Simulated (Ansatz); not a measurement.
The starting structures come from a database of crystals and need not be the phases stable at ambient conditions.

The decay constant κ of evanescent states in the gap governs leakage through a thin film.

Input:

```xyz
14
Lattice="8.8712 0.0000 0.0000 0.0000 8.9767 0.0000 4.4356 0.0000 4.4356" Properties=species:S:1:pos:R:3 pbc="T T T"
Cs     6.6534     2.2442     2.2178
Cs     6.6534     6.7325     2.2178
Cs     2.2178     2.2442     2.2178
Cs     2.2178     6.7325     2.2178
H      8.8712     0.0000     1.6635
H      4.4356     0.0000     2.7721
H      6.0991     4.4884     0.0000
H      2.7721     4.4884     0.0000
H      0.0000     1.6639     0.0000
H      0.0000     7.3128     0.0000
H      4.4356     6.1523     0.0000
H      4.4356     2.8244     0.0000
Pd     0.0000     0.0000     0.0000
Pd     4.4356     4.4884     0.0000
```

Space group of this cell: P4_2/mnm. The cell is taken as given; by PBEsol its mean pressure is -1.1 GPa.

Transport runs along the normal of the first two printed cell vectors, the (110) plane of the conventional cell.

The gap is the functional's own, uncorrected, and κ follows it; spin-orbit coupling is left out. Mid-gap values are interpolated between the computed energies.

Q: Compute, with Ansatz (an electronic-structure program) with PBEsol, the band gap and the smallest decay constant κ at mid-gap.

A: Gap 2.96 eV on a 8×4×8 mesh; κ = 0.447 1/Å, at (0.000, 0.500) of the in-plane reciprocal vectors. At the zone centre, at the nearest computed energy, the slowest state has κ = 0.46 1/Å.
